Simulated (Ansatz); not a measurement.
Base system: TiO$_{2}$ in the rutile structure (space group P4_2/mnm, No. 136).

```
CELL_PARAMETERS angstrom
      4.64353     0.00000     0.00000
      0.00000     4.64353     0.00000
      0.00000     0.00000     2.96370
ATOMIC_POSITIONS crystal
  Ti 0.00000 0.00000 0.00000
  Ti 0.50000 0.50000 0.50000
  O  0.30512 0.30512 0.00000
  O  0.80512 0.19488 0.50000
  O  0.19488 0.80512 0.50000
  O  0.69488 0.69488 0.00000
```

The values are results of DFT with PBE, PAW potentials and a 420 eV plane-wave cutoff in Ansatz (a program for electronic structure), no spin-orbit coupling, earlier PAW set, not measurements.

Base values:

| Property | Value |
|---|---|
| Valence-band top at Γ | 0.00, -0.42, -0.42 eV |

Perturbation: every lattice vector is shortened by 1.57 %; the atoms relax in the strained cell.

Task: How does this affect the largest internal atomic displacement, valence-band top at Γ and energy relative to the base?

Result: The largest internal atomic displacement is 0.012 Å; the valence-band top at Γ (three highest levels, from the VBM) changes from 0.00, -0.42, -0.42 eV to 0.00, -0.46, -0.46 eV; the energy rises by 17 meV/atom.

The levels and masses belong to the bands next to the band gap. No phonon test of stability was made. All final runs are without spin polarisation.
